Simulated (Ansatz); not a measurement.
Base system: CdSe in the zinc blende structure (space group F-43m, No. 216; a = 6.133 Å).

Perturbation: full substitution Cd → Zn; the structure is relaxed again.

Levels (all Ansatz, an electronic-structure program, PAW, earlier PAW set): r2SCAN (500 eV, without spin-orbit coupling); HSE06 (420 eV, no spin-orbit coupling); HSE06+SOC (420 eV, noncollinear with spin-orbit coupling).

One geometry, relaxed with r2SCAN, under each level:

The valence-band top lists the three highest levels at Γ (Kramers pairs under SOC), from the VBM.

| level | band gap | lowest conduction level above the VBM at special points | valence-band top at Γ |
|---|---|---|---|
| r2SCAN | 1.86 eV | Γ 1.86 eV; L 3.05 eV; X 3.34 eV | 0.00, 0.00, 0.00 eV |
| HSE06 | … | … | – |
| HSE06+SOC | 2.27 eV | Γ 2.27 eV; L 3.51 eV; X 3.70 eV | 0.00, 0.00, -0.43 eV |

Give the withheld HSE06 results.


- HSE06, band gap: 2.42 eV
- HSE06, lowest conduction level above the VBM at special points: Γ 2.42 eV; L 3.65 eV; X 3.85 eV

Single points use the geometry relaxed with r2SCAN. Differences between runs with and without spin-orbit coupling are approximate. Stability against distortions was not tested.
